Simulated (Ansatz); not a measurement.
TiAl: isotropic strain +5.20 %

The parent structure is TiAl (space group P4/mmm, No. 123; a = 2.813 Å, c = 4.058 Å).

It is then changed as follows: the cell is scaled by 1.0520 in all directions; the atoms relax in the strained cell.

Calculations: Ansatz (a quantum-chemistry and plane-wave program), r2SCAN, PAW, cutoff 500 eV, without spin-orbit coupling. Γ-centred 16×16×12 mesh, Fermi–Dirac width 0.05 eV.

The volume per atom increases by 2.637 Å³ (16.06 Å³ → 18.69 Å³) and the space group stays P4/mmm (No. 123). The shortest interatomic distance grows by 0.146 Å, from 2.813 Å to 2.959 Å and the energy rises by 127 meV/atom. The pressure (mean of the normal stresses, compression positive) goes from zero to -13.7 GPa and the band gap is still zero.

Final structure:

```
TiAl
1.0
    2.95919     0.00000     0.00000
    0.00000     2.95919     0.00000
    0.00000     0.00000     4.26944
Al Ti
1 1
Direct
  0.50000   0.50000   0.50000
  0.00000   0.00000   0.00000
```

No phonon test of stability was made. All final runs are without spin polarisation.
